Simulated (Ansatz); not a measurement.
# SrMoO3, response to strain

Base system: SrMoO3 (space group I4/mcm, No. 140; a cell from a computed database, its experimental status unchecked).

```
SrMoO3
1.0
   -2.79206     2.79206     3.95219
    2.79206    -2.79206     3.95219
    2.79206     2.79206    -3.95219
Sr Mo O
2 2 6
Cartesian
  2.79206   0.00000   1.97610
  0.00000   2.79206   1.97610
  0.00000   0.00000   0.00000
  0.00000   0.00000   3.95219
  1.45104   1.34102   0.00000
  1.34102   1.45104   3.95219
  1.45104  -1.34102   3.95219
  1.34102   4.13307   0.00000
  0.00000   0.00000   1.97610
  0.00000   0.00000   5.92829
```

Cartesian axes are those of the cell as printed.

Strains are applied to the cell and any free atomic positions relax; under biaxial strain the out-of-plane vector relaxes too.

Calculations: PBEsol (Ansatz, a first-principles code; PAW; 420 eV plane waves; scalar-relativistic without spin-orbit coupling).

Notes on the quantities. energy relative to the base: free energy F.

```csv
change,energy relative to the base,volume per atom
base,0 meV/atom,12.32 Å³
"biaxial strain −1.86 %, plane normal [001], relaxed out of plane",+9.6 meV/atom,12.04 Å³
"biaxial strain +4.06 %, plane normal [001], relaxed out of plane",+45 meV/atom,13.06 Å³
uniaxial strain ε_zz = −5.72 %,+59 meV/atom,11.62 Å³
```

Without a gap, meshes like the base's 12×12×12 leave anisotropic stresses uncertain by several tenths of a GPa, and small strain energies with them. Stability against distortions was not tested. No Hubbard U is applied, and correlation can decide whether such a compound is a metal. The final runs are not spin-polarised.
